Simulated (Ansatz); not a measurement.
LiF (model structure, started from the NiAs type, P6₃/mmc, No. 194, 4 atoms in the cell) was calculated with r²SCAN (Ansatz, a program for electronic structure, plane waves, PAW).

Settings: plane-wave cutoff 560 eV, 12×12×8 k mesh (along the axes of the cell as run), Fermi–Dirac smearing 0.01 eV, scalar-relativistic PAW data made under PBE.

Cell (relaxed at this level):

```
LiF
1.0
    2.77597     0.00000     0.00000
   -1.38798     2.40406     0.00000
    0.00000     0.00000     4.78285
Li F
2 2
Cartesian
  0.00000   0.00000   0.00000
  0.00000   0.00000   2.39143
  0.00000   1.60270   1.19571
  1.38798   0.80135   3.58714
```

Task: What does this level give for the band gap and bulk modulus?

Result: 
- band gap = 10.18 eV (on the SCF k mesh)
- bulk modulus = 76.8 GPa

Note: the bulk modulus is −V dP/dV from two relaxed cells at ±2 % in volume; the relaxation could raise the start's symmetry but not lower it, so the cell can be a saddle point.

The computed numbers hold no vibrational or temperature effects.

It cost very roughly 60 core-seconds of CPU time.

A model structure was made by putting elements into a prototype or built by hand; it is no filed structure, need not be a known phase, and can be a saddle point held by its symmetry.
